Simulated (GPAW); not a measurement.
**Pressure against volume in hcp Zn (space group 194) (GPAW, LDA)**

```xyz
2
Lattice="2.4908 0.0000 0.0000 -1.2454 2.1571 0.0000 0.0000 0.0000 4.6351" Properties=species:S:1:pos:R:3 pbc="T T T"
Zn     1.2454     0.7190     3.4763
Zn     0.0000     1.4381     1.1588
```

Computed with LDA (Perdew-Wang 92), GPAW PAW datasets LDA (gpaw-data 1.0.1) (plane waves; GPAW). Settings: mode = pw; ecut = 780 eV; xc = LDA; kpts = 30 30 14; mesh shift (steps) = 0 0 0; occupations.name = fermi-dirac; occupations.width = 0.05 eV; nbands = -8; convergence.density = 1e-06 e/electron; convergence.energy = 1e-06 eV/electron; symmetry.symmorphic = false; symmetry.tolerance = 0.0005; maxiter = 120. The cell above is the first row's. The rows scale it uniformly. In all rows fractional positions and the k mesh are held.

| V (Å^3/atom) | P (GPa) |
|---|---|
| 12.4518 | 10.83 |
| 12.7225 | 7.60 |
| 12.9932 | 4.73 |
| 13.2639 | 2.19 |
| 13.5346 | -0.06 |
| 13.8053 | -2.05 |
| 14.0760 | -3.81 |
| 14.3467 | -5.37 |
| 14.6174 | ? |

Task: Using a cubic, estimate the missing P at V = 14.6174 from the other rows, showing the fit.

Result: With u = V - 13.4, the rows have u = -0.9482, -0.6775, -0.4068, -0.1361, 0.1346, 0.4053, 0.6760, 0.9467. Least squares gives P = 1.023 - 8.3020·u + 1.8937·u² - 0.2724·u³. Residuals (row less fit): 0.000, -0.002, -0.002, 0.001, 0.001, -0.001, -0.002, 0.000; standard error 0.002 (degrees of freedom: 4). The fitted pressure is zero at V0 = 13.53, where dP/dV = -7.835, so B0 = -V0·dP/dV = 106 GPa. At the withheld row, u = 1.2174, so P = 1.023 - 8.3020 × 1.2174 + 1.8937 × 1.2174² - 0.2724 × 1.2174³ = -6.769 GPa. The calculation gives -6.74 GPa, 0.029 GPa above the prediction (0.2 % of the range of P in the table). The row lies outside the fitted rows, so this is an extrapolation. From the scatter of the fitted rows alone, a prediction at this place has a standard error of 0.005 GPa, so the miss is 5.7 times that.

Carrying the step between the two nearest rows on in a straight line would have given -6.93, off by 0.19; series whose last step already gives the withheld value aren't shown. The reference cell has the volume at which an earlier scan in this program and functional put its minimum by a fit; axis ratios and inner coordinates come from a measured-size cell. The runs keep the symmetry of the cell, so they don't test it for distortions. The shape of the cell and the inner coordinates aren't relaxed, so V0 and B0 belong to this uniform scaling; a relaxed crystal lies no higher in energy and is usually softer. Cutoffs and mesh are single choices, not tested for convergence of this quantity. Series with a scatter that would blur these digits, or in which a gap closes, are not shown.

Terms beyond the fitted order, or numerical noise in single rows, can give a miss of this size; the table doesn't tell which.
